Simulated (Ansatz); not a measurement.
Start from TiO₂ in the rutile structure (space group P4_2/mnm, No. 136; a = 4.643 Å, c = 2.964 Å).

Calculations: Ansatz (an electronic-structure program), PBE, PAW, cutoff 420 eV, scalar-relativistic without spin-orbit coupling.

Base values:

The band gap is 1.86 eV.

Perturbation: every lattice vector is stretched by 1.20 %, atoms relaxed at fixed cell.

**Question.** What does the calculation give for the energy relative to the base after the change?

**Answer.** The energy goes up by 8.8 meV/atom.

**Question.** Estimate the effect on the largest internal atomic displacement.

**Answer.** The largest internal atomic displacement amounts to 0.011 Å.

**Question.** How does this affect the band gap?

**Answer.** The band gap shrinks by 0.02 eV to 1.84 eV.

The cells carry an imposed strain or load. Stability against distortions was not tested. All final runs are without spin polarisation.
